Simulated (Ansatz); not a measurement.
AuSn2 (model structure, started from the C15 type, Fd-3m, No. 227, 6 atoms in the cell), treated with LDA (Ansatz, an electronic-structure program, PAW).

Settings: plane-wave cutoff 520 eV, 12×12×12 k mesh, Fermi–Dirac smearing 0.05 eV, scalar-relativistic PAW data made under PBE.

Cell (relaxed at this level):

Space group Fd-3m, origin choice 1 (No. 227); a = 8.3525 Å, b = 8.3525 Å, c = 8.3525 Å, α = 90.00°, β = 90.00°, γ = 90.00°

```csv
atom,site,symmetry,x,y,z
Sn,16c,.-3m,0.1250,0.1250,0.1250
Au,8b,-43m,0.5000,0.5000,0.5000
```
(The calculation used a cell of 6 atoms; values per cell refer to that cell.)

**Question.** Give the computed bulk modulus.

**Answer.** 
- bulk modulus = 65.6 GPa

The run finds no gap.

Note: the bulk modulus is −V dP/dV from two relaxed cells at ±2 % in volume; the relaxation could raise the start's symmetry but not lower it, so the cell can be a saddle point.

Spin–orbit coupling is not included; it can shift volumes and moduli of such heavy elements.

Static lattice: no zero-point or thermal effects.

Computing time: about 2.7 core-minutes (a rough figure).

A model structure was made by putting elements into a prototype or built by hand; it is no filed structure, need not be a known phase, and can be a saddle point held by its symmetry.
